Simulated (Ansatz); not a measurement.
Calculation: PBE (plane waves to 420 eV, PAW; Ansatz, an electronic-structure program).

Plane-averaged electrostatic potential energy along the normal, in eV from the Fermi level, for Pt on a Cu site (middle of the slab) in a 3x3 cell of the 1x1 (100) surface of fcc Cu:

(z (Å), V (eV)): (5.17, 4.57); (5.44, 4.57); (5.72, 4.57); (5.99, 4.56); (6.26, 4.56); (6.53, 4.55); (6.81, 4.54); (7.08, 4.50); (7.35, 4.44); (7.62, 4.32); (7.89, 4.07); (8.17, 3.58); (8.44, 2.59); (8.71, 0.36); (8.98, -5.21); (9.26, -11.41); (9.53, -14.16); (9.80, -12.90); (10.07, -8.03); (10.34, -2.84); (10.62, -3.45); (10.89, -9.35); (11.16, -14.35); (11.43, -15.44); (11.71, -12.33); (11.98, -6.12); (12.25, -1.72); (12.52, -3.66); (12.79, -9.58); (13.07, -13.80); (13.34, -14.16); (13.61, -10.63); (13.88, -4.78); (14.16, -2.38); (14.43, -6.68); (14.70, -12.07); (14.97, -14.22); (15.24, -12.41); (15.52, -6.80); (15.79, -0.61); (16.06, 2.23); (16.33, 3.39); (16.61, 3.96); (16.88, 4.25); (17.15, 4.39); (17.42, 4.46); (17.69, 4.50); (17.97, 4.52); (18.24, 4.53); (18.51, 4.53); (18.78, 4.54); (19.06, 4.54); (19.33, 4.54)

Model: 36-atom slab, 5.3 Å thick at the start (thin: gaps and levels are the slab's own), 4x4x1 mesh, Fermi-Dirac 0.1 eV, dipole correction, 9 atoms held, the rest relaxed; symmetry of the start imposed; no spin, no spin-orbit, no U.

The vacuum level lies 4.54 eV above the Fermi level over the top face and 4.57 eV above it under the bottom face.
